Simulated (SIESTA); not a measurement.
SIESTA run on SnO₂ (P4_2/mnm, 6 atoms in the cell): relaxation of cell and atoms.

Method of the run: GGA PBE, numerical atomic orbitals TZP, PseudoDojo PBE standard norm-conserving potentials (rewritten from UPF to PSML) (SIESTA).

```
CELL_PARAMETERS angstrom
      4.87775     0.00000     0.00000
      0.00000     4.87775     0.00000
      0.00000     0.00000     3.28352
ATOMIC_POSITIONS crystal
  Sn 0.50000 0.50000 0.50000
  Sn 0.00000 0.00000 0.00000
  O  0.19403 0.80597 0.50000
  O  0.80597 0.19403 0.50000
  O  0.69403 0.69403 0.00000
  O  0.30597 0.30597 0.00000
```

Reference input (self-consistent single point, DFT, GGA PBE, numerical atomic orbitals TZP, PseudoDojo PBE standard norm-conserving potentials (rewritten from UPF to PSML)): XC.functional = GGA; XC.authors = PBE; potentials = PseudoDojo PBE standard; PAO.BasisSize = TZP; PAO.EnergyShift = 0.01 Ry; MeshCutoff = 350 Ry; kgrid.MonkhorstPack = 7 7 10; OccupationFunction = FD; ElectronicTemperature = 10 K; MaxSCFIterations = 150; SCF.Mixer.Method = Pulay; SCF.Mixer.Weight = 0.2. This run's input differs from it in these lines:

```diff
@@ -45,2 +45,7 @@
 Diag.ParallelOverK           true
+MD.TypeOfRun                 FIRE
+MD.Steps                     40
+MD.MaxForceTol               0.02 eV/Ang
+MD.VariableCell              true
+MD.MaxStressTol              0.05 GPa
 WriteForces                  true
```

The program printed (abridged):

```
        iscf     Eharris(eV)        E_KS(eV)     FreeEng(eV)     dDmax    Ef(eV) dHmax(eV)
   scf:    1    -6070.519555    -6082.340516    -6082.340516  1.728936 -7.227929  6.707462
   scf:    2    -6090.443503    -6086.951252    -6086.951252  0.085338 -5.990790  4.121453
   scf:    3    -6088.728263    -6088.196361    -6088.196361  0.097243 -5.698225  1.544645
   scf:    4    -6088.316955    -6088.265796    -6088.265796  0.041052 -6.019147  0.176103
   scf:    5    -6088.262575    -6088.267735    -6088.267737  0.012173 -5.975904  0.116460
   [... 2 lines left out ...]
   scf:    8    -6088.269799    -6088.269793    -6088.269794  0.001210 -5.977877  0.006025
   scf:    9    -6088.269789    -6088.269796    -6088.269796  0.000510 -5.979297  0.004586
   scf:   10    -6088.269800    -6088.269799    -6088.269799  0.000224 -5.978681  0.000024
   scf:   11    -6088.269799    -6088.269799    -6088.269799  0.000001 -5.978678  0.000008
SCF Convergence by DM+H criterion
max |DM_out - DM_in|         :     0.0000008322
max |H_out - H_in|      (eV) :     0.0000077079
SCF cycle converged after 11 iterations

Using DM_out to compute the final energy and forces

siesta: E_KS(eV) =            -6088.2698

siesta: E_KS - E_eggbox =     -6088.2698

siesta: Atomic forces (eV/Ang):
     1   -0.000000   -0.000000   -0.000000
     2   -0.000000    0.000000   -0.000000
     3   -0.190910    0.190910    0.000000
     4    0.190910   -0.190910    0.000000
     5   -0.190910   -0.190910    0.000000
     6    0.190910    0.190910    0.000000
   Tot    0.000000    0.000000    0.000000
   Max    0.190910
   Res    0.127273    sqrt( Sum f_i^2 / 3N )
   Max    0.190910    constrained

   [... lines left out ...]
siesta: Pressure (static):        -32.79241949  kBar
siesta: Pressure (total):        -32.79241949  kBar
No target stress found, assuming hydrostatic MD.TargetPressure.
Target stress (kBar)
outcell: Cell volume (Ang**3)        :     76.5365
        iscf     Eharris(eV)        E_KS(eV)     FreeEng(eV)     dDmax    Ef(eV) dHmax(eV)
siesta: Pressure (static):          0.31734840  kBar
siesta: Pressure (total):          0.31734840  kBar
outcell: Cell volume (Ang**3)        :     76.5365
siesta: FreeEng =     -6088.291849
   [... lines left out ...]
siesta:    -0.000156   -0.000000    0.000000
siesta:    -0.000000   -0.000156    0.000000
siesta:     0.000000    0.000000   -0.000283

siesta: Cell volume =         76.536470 Ang**3

siesta: Pressure (static):
siesta:                Solid            Molecule  Units
siesta:           0.00000216          0.00000230  Ry/Bohr**3
siesta:           0.00019807          0.00021109  eV/Ang**3
siesta:           0.31734840          0.33820013  kBar
```

The run converged. 

Summary of the result:
- Free energy E − TS = -6088.2918 eV
- Top of the valence band (on the code's own zero) = -6.00 eV
- Gap on the k-point mesh = 0.25 eV
- Pressure = 0.03 GPa
- Largest force (vector length) = 0.002 eV/Å
- Final cell = a = b = 4.840 Å, c = 3.267 Å, α = β = γ = 90.00°
- Final volume per atom = 12.76 Å³
- Relaxation steps = 33

The starting cell comes from a database of computed structures (which also holds hypothetical and non-ambient phases and stackings), without a prior relaxation at this level. Its lattice was rescaled by a random factor within 2.5 % of one. Values carry the incompleteness of an atom-centred basis.

Cost on one core of a shared machine: roughly 10 min.
